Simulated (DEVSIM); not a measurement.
Device: W/SiO2/p-InP capacitor, at 300 K.

```tsv
layer (left to right)	material	thickness (nm)	Na (cm⁻³)
1	SiO2	9.90	-
2	InP	2800	1e16
```

Metal gate on the left, work function 4.6 eV. Fixed charge at the semiconductor interface 0 cm⁻² (in units of +e); no interface traps.

This is a model device: material constants are rounded textbook-type values typed into the input, and sizes, dopings and lifetimes were drawn at random. Values at 300 K.

```tsv
parameter	SiO2	InP
gap (eV)	9	1.344
affinity (eV)	0.9	4.38
permittivity	3.9	12.5
Nc (cm⁻³)	-	5.7e17
Nv (cm⁻³)	-	1.1e19
```

DEVSIM, 1D Poisson equation in equilibrium, Boltzmann statistics, complete ionisation; no quantum confinement or tunnelling. Metal contacts follow the ideal Schottky-Mott rule: no Fermi-level pinning, no interface dipoles.

Task: Tabulate band edges, carrier densities and field at -0.1 V on the gate.

Result: Energies count from the Fermi level of the right contact; mesh points crowd at the junctions.

```
x (μm)    Ec (eV)  Ev (eV)  n (cm⁻³)  p (cm⁻³)  field (V/cm)
--------  -------  -------  --------  --------  ------------
0.000       3.800   -5.200     < 1e2     < 1e2        140000
0.001240    3.818   -5.182     < 1e2     < 1e2        140000
0.003483    3.849   -5.151     < 1e2     < 1e2        140000
0.006796    3.896   -5.104     < 1e2     < 1e2        140000
0.009347    3.933   -5.067     < 1e2     < 1e2        140000
0.01042     0.463   -0.881     9.6e9     17000         44000
0.01241     0.471   -0.873     6.9e9     24000         44000
0.01923     0.501   -0.843     2.2e9     76000         43000
0.03161     0.553   -0.791     2.9e8    570000         41000
0.06032     0.665   -0.679   3800000     4.3e7         37000
0.1211      0.863   -0.481      1800    9.2e10         28000
0.3300      1.152   -0.192     < 1e2    6.5e15          2500
0.7089      1.163   -0.181     < 1e2    1.0e16           ≈ 0
1.502       1.163   -0.181     < 1e2    1.0e16           ≈ 0
2.353       1.163   -0.181     < 1e2    1.0e16           ≈ 0
2.601       1.163   -0.181     < 1e2    1.0e16           ≈ 0
2.715       1.163   -0.181     < 1e2    1.0e16           ≈ 0
2.767       1.163   -0.181     < 1e2    1.0e16           ≈ 0
2.796       1.163   -0.181     < 1e2    1.0e16           ≈ 0
2.804       1.163   -0.181     < 1e2    1.0e16           ≈ 0
2.808       1.163   -0.181     < 1e2    1.0e16           ≈ 0
2.810       1.163   -0.181     < 1e2    1.0e16           ≈ 0
```
